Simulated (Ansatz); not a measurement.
Worked example: relaxation of the atoms of Si (R3, 8 atoms in the cell) in Ansatz (an electronic-structure program).

Level of theory: LDA (PW92), default PAW files made with PBE (plane waves; Ansatz).

The change in words: one atom moved by 0.15 angstrom; relax: default → atoms; relax.f_tol: default → 0.05 eV/Å. Reference geometry:
```
CELL_PARAMETERS angstrom
     -3.31119     3.31119     3.31119
      3.31119    -3.31119     3.31119
      3.31119     3.31119    -3.31119
ATOMIC_POSITIONS crystal
  Si 0.20312 0.50000 0.00000
  Si 0.79688 0.50000 0.00000
  Si 0.00000 0.20312 0.50000
  Si 0.00000 0.79688 0.50000
  Si 0.29688 0.29688 0.29688
  Si 0.70312 0.70312 0.70312
  Si 0.50000 0.00000 0.20312
  Si 0.50000 0.00000 0.79688
```

Reference input (self-consistent single point, DFT, LDA (PW92), plane waves, default PAW files made with PBE): basis.ecutwfc = 420 eV; kpoints.mp_grid.grid = 7 7 7; hamiltonian.xc = lda; hamiltonian.pseudopotentials = {kind: paw} (the program's default PAW files); scf.occupations.method = fermi_dirac; scf.occupations.width = 0.1 eV. This run's input differs from it in these lines:

```diff
@@ -10,3 +10,3 @@
     - { symbol: Si, position_ang: [4.29421090, -0.98302490, 0.98302490] }
-    - { symbol: Si, position_ang: [0.98302490, 0.98302490, 0.98302490] }
+    - { symbol: Si, position_ang: [1.06962897, 1.06962897, 1.06962897] }
     - { symbol: Si, position_ang: [2.32816110, 2.32816110, 2.32816110] }
@@ -23,2 +23,4 @@
   occupations: { method: fermi_dirac, width: 0.1 }
+relax:
+  f_tol: 0.05
 output:
```

The program printed (abridged):

```
   [... SCF lines of the steps left out ...]
relax step   1: F+E_penalty+E_count = -4868.06948110 eV  Δ(F+E_penalty+E_count) = +0.000e0 eV  max|allowed force component| = 1.141e0 eV/Å  Δτ_max = 0.0000 Å  (6 SCF iters, dr2 threshold 6.25e-5 eV, accepted)
relax step   2: F+E_penalty+E_count = -4868.18419933 eV  Δ(F+E_penalty+E_count) = -1.147e-1 eV  max|allowed force component| = 3.638e-1 eV/Å  Δτ_max = 0.0882 Å  (4 SCF iters, dr2 threshold 8.13e-5 eV, accepted)
relax step   3: F+E_penalty+E_count = -4868.20312429 eV  Δ(F+E_penalty+E_count) = -1.892e-2 eV  max|allowed force component| = 4.304e-3 eV/Å  Δτ_max = 0.0435 Å  (4 SCF iters, dr2 threshold 8.27e-6 eV, accepted)
relax step   4: F+E_penalty+E_count = -4868.20312445 eV  Δ(F+E_penalty+E_count) = -1.584e-7 eV  max|allowed force component| = 4.416e-3 eV/Å  Δτ_max = 0.0000 Å  (3 SCF iters, accepted)
the relaxation is at rest under the 3 symmetry operations that the run kept from its start: a minimum is not shown …
Stability not checked: this state was not tested for a lower state beside it, because too few of the mixer's solves of this state at the end of the SCF gave a …
Free energy (F): -4868.203124 eV
Internal energy: -4868.171905 eV  (E = F + TS)
E sigma→0 (E₀):  -4868.187515 eV
Entropy (-TS):   -0.031219 eV (-3.902 meV/atom)
Fermi energy:    7.375609 eV
--- Forces (eV/Å), atoms counted from 1 ---
  atom   1  Si     0.00123274     0.00397310    -0.00286877
   [... lines left out ...]
    - { symbol: Si, position: [0.30007655350575474, 0.30007655350575474, 0.30007655350575474] }
    - { symbol: Si, position: [0.7066034263590026, 0.7066034263590026, 0.7066034263590026] }
    - { symbol: Si, position: [0.5032092840228273, 0.0031384035938466504, 0.2064161596029331] }
    - { symbol: Si, position: [0.5033984515441071, 0.003423069225196085, 0.7998896521976728] }
```

The run converged.  The full log also holds: “iter 4 did not close the SCF: its close was put off for the readings that it lacked (scf_convergence_deferred on its scf_iter line)”. The full log also holds: “iter 5 did not close the SCF: its close was put off for the readings that it lacked (scf_convergence_deferred on its scf_iter line)”.

Summary of the result:
```
Property                                                 Value
-----------------------------------------------  -------------
Free energy E − TS (on the zero of these files)  -4868.2031 eV
Fermi level (on the code's own zero)                   7.38 eV
Pressure                                             -2.24 GPa
Largest force (vector length)                       0.008 eV/Å
Relaxation steps                                             4
```

The starting cell comes from a database of computed structures (which also holds hypothetical and non-ambient phases and stackings), without a prior relaxation at this level. Its lattice was rescaled by up to half a per cent. For this run, on top of that: one atom moved by 0.15 angstrom. The relaxation keeps the symmetry of its start, so its end need not be a minimum. Ansatz's pressure includes its estimate of the finite-basis (Pulay) stress.

Cost on one core of a shared machine: roughly 50 s.

Keys are those of Ansatz 0.2.
